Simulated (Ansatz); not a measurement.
## A computed series for MgO: response to strain

The parent structure is MgO in the rock salt structure (space group Fm-3m, No. 225).

```
MgO
1.0
    0.00000     2.10744     2.10744
    2.10744     0.00000     2.10744
    2.10744     2.10744     0.00000
O Mg
1 1
Direct
  0.00000   0.00000   0.00000
  0.50000   0.50000   0.50000
```

Cartesian axes are those of the cell as printed.

Strains are applied to the cell and any free atomic positions relax; under biaxial strain the out-of-plane vector relaxes too.

The values are results of Ansatz (a first-principles code), PBEsol, PAW, cutoff 420 eV, scalar-relativistic without spin-orbit coupling, earlier PAW set, not measurements.

Notes on the quantities. energy relative to the base: free energy F; pressure: mean of the normal stresses, compression positive.

```tsv
case	energy relative to the base	pressure	electron mass	band gap	volume per atom
base	0 meV/atom	0.00 GPa	0.34 mₑ (at Γ)	4.62 eV	9.36 Å³
biaxial strain +0.71 %, plane normal [001], relaxed out of plane	+0.9 meV/atom	-1.48 GPa	0.34 mₑ (at Γ)	4.52 eV	9.45 Å³
biaxial strain −1.63 %, plane normal [110], relaxed out of plane	+6.0 meV/atom	4.33 GPa	0.35 mₑ (at Γ)	4.77 eV	9.12 Å³
isotropic strain −1.36 %	+8.0 meV/atom	7.04 GPa	0.36 mₑ (at Γ)	5.03 eV	8.98 Å³
uniaxial strain ε_xx = −2.66 %	?	4.75 GPa	0.37 mₑ along x, 0.34 mₑ across (at Γ)	4.86 eV	9.11 Å³
uniaxial strain ε_xx = +1.48 %	+1.8 meV/atom	-2.17 GPa	–	4.46 eV	9.50 Å³
uniaxial strain ε_xx = +5.95 %	+24 meV/atom	-7.19 GPa	0.30 mₑ along x, 0.33 mₑ across (at Γ)	4.00 eV	9.92 Å³
tensor shear ε_yz = −0.26 %	+0.1 meV/atom	0.01 GPa	0.34 mₑ (at Γ)	?	9.36 Å³
tensor shear ε_xy = +3.74 %	+24 meV/atom	0.28 GPa	–	4.27 eV	9.35 Å³
tensor shear ε_xy = +1.00 %	+1.7 meV/atom	0.02 GPa	0.34 mₑ (at Γ)	?	9.36 Å³
```

**Question.** Complete the table.

**Answer.** 
- uniaxial strain ε_xx = −2.66 %, energy relative to the base: +6.8 meV/atom
- tensor shear ε_yz = −0.26 %, band gap: 4.60 eV
- tensor shear ε_xy = +1.00 %, band gap: 4.54 eV

Masses are band curvatures over ±0.01 Å⁻¹ around the edge. Stability against distortions was not tested.
